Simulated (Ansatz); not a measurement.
The parent structure is YN in the rock salt structure (space group Fm-3m, No. 225; a = 4.820 Å). Axes: x, y, z lie along the cube axes.

Calculations: Ansatz (a program for electronic structure) LDA, no SOC.

Strains are applied to the cell and any free atomic positions relax; under biaxial strain the out-of-plane vector relaxes too.

One change was made to it. Results:

```json
[
 {"quantity": "pressure (mean of the normal stresses, compression positive)", "base": "0.0 GPa", "after": "3.5 GPa"},
 {"quantity": "energy relative to the base (free energy F)", "base": "0 meV/atom", "after": "+5.6 meV/atom"},
 {"quantity": "shortest interatomic distance", "base": "4.554 bohr", "after": "4.527 bohr"}
]
```

**Question.** Which of these changes matches the shifts?
A) biaxial strain −0.83 %, plane normal [111], relaxed out of plane
B) biaxial strain +0.83 %, plane normal [111], relaxed out of plane
C) biaxial strain −1.25 %, plane normal [111], relaxed out of plane

**Answer.** C, biaxial strain −1.25 %, plane normal [111], relaxed out of plane. For comparison, the energy relative to the base in the other runs: biaxial strain +0.83 %, plane normal [111], relaxed out of plane gives +2.4 meV/atom; biaxial strain −0.83 %, plane normal [111], relaxed out of plane gives +2.4 meV/atom.

The mesh was chosen for an insulator and is coarse for the gapless case. Whether these cells are dynamically stable was not tested. All final runs are without spin polarisation.
